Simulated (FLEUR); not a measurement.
FLEUR run on ZnS (F-43m, 2 atoms in the cell): self-consistent single point.

Computed with LDA (Perdew-Zunger), all-electron FLAPW (FLEUR), scalar-relativistic valence.

```xyz
2
Lattice="0.0000 2.7050 2.7050 2.7050 0.0000 2.7050 2.7050 2.7050 0.0000" Properties=species:S:1:pos:R:3 pbc="T T T"
Zn     0.0000     0.0000     0.0000
S      1.3525     1.3525     1.3525
```

Reference input (self-consistent single point, DFT, PBE, all-electron FLAPW (FLEUR), scalar-relativistic valence): Kmax = 4 1/bohr; GmaxXC = 16 1/bohr; xcFunctional = pbe; jspins = 1; l_soc = F; mode = hist; fermiSmearingEnergy = 0.00183747 Htr; mesh (inpgen div1-3) = 7 7 7; inpgen gamma flag = false; Gmax = 16 1/bohr; numbands = 0; maxIterBroyd = 40. This run's input differs from it in these lines:

```diff
@@ -14,2 +14,3 @@
 &comp jspins=1 /
+&exco xctyp='pz' /
 &kpt div1=7 div2=7 div3=7 /
@@ -26,3 +27,3 @@
       <coreElectrons ctail="T" frcor="F" kcrel="0" coretail_lmax="0"/>
-      <xcFunctional name="pbe" relativisticCorrections="F"/>
+      <xcFunctional name="pz" relativisticCorrections="F"/>
       <magnetism jspins="1"/>
```

Log, with long lists cut:

```
 Iteration:     1   Distance:      10.10944774 me/bohr^3
 Iteration:     2   Distance:       8.91473034 me/bohr^3
 Iteration:     3   Distance:       5.62815678 me/bohr^3
 Iteration:     4   Distance:       2.84663890 me/bohr^3
 Iteration:     5   Distance:       2.61292829 me/bohr^3
   [... 6 lines left out ...]
 Iteration:    12   Distance:       0.00030114 me/bohr^3
 Iteration:    13   Distance:       0.00008874 me/bohr^3
 Iteration:    14   Distance:       0.00008795 me/bohr^3
 Iteration:    15   Distance:       0.00000812 me/bohr^3
 Run finished successfully
 Stop message:
   Structural relaxation: Done

[file out, last iteration]
             iter=     16
[...]
          total density-effective poten   -3.4755743403E+03
          total charge density-energy d   -9.3370419113E+01
 Updated energy parameters for spin:           1
[...]
 fermi energy and band-weighting factors:

[...]
FERMIE:
          first approx. to ef    (T=0)  :   0.142288 htr   (energy of the highest occ. eigenvalue)
          number of occ. states  (T=0)  :        270
          first approx. to seigv (T=0)  :  -1.135895 htr
          sum of weights of occ. states :   9.000000
          sum of semicore charge        :   0.000000 e
FERHIS:  Fermi-Energy by histogram:
          bandgap                     :   0.067634 htr
   [... lines left out ...]
          charge neutrality (T=0)     :   0.000000    (zero if the highest occ. eigenvalue is "entirely" occupied)
 Direct bandgap for spin            1 :    6.7634346540686063E-002  Htr
 ---->    free energy=                     -2191.5113944734 htr
   [... lines left out ...]
      extrapolation for T->0
 ---->    total electron energy=           -2191.5113944734 htr
 ***** TOTAL FORCES ON ATOMS *****
 TOTAL FORCE FOR ATOM TYPE=  1  X=  0.000   Y=  0.000   Z=  0.000
                       FX_TOT= 0.000000 FY_TOT= 0.000000 FZ_TOT= 0.000000
 TOTAL FORCE FOR ATOM TYPE=  2  X=  2.556   Y=  2.556   Z=  2.556
                       FX_TOT= 0.000000 FY_TOT= 0.000000 FZ_TOT= 0.000000
 Structural relaxation: Done
```

The run converged in 15 iterations. FLEUR gives forces in its relaxation mode, with a further iteration, so its stop message speaks of a relaxation. Against the reference run the gap on the mesh goes from 2.095 to 1.840 eV.

The starting cell has typed, rounded lattice constants, without a prior relaxation at this level. Values depend on the basis (sphere radii, cutoffs, local orbitals), which need not be converged.

Cost on one core of a shared machine: roughly 30 s.
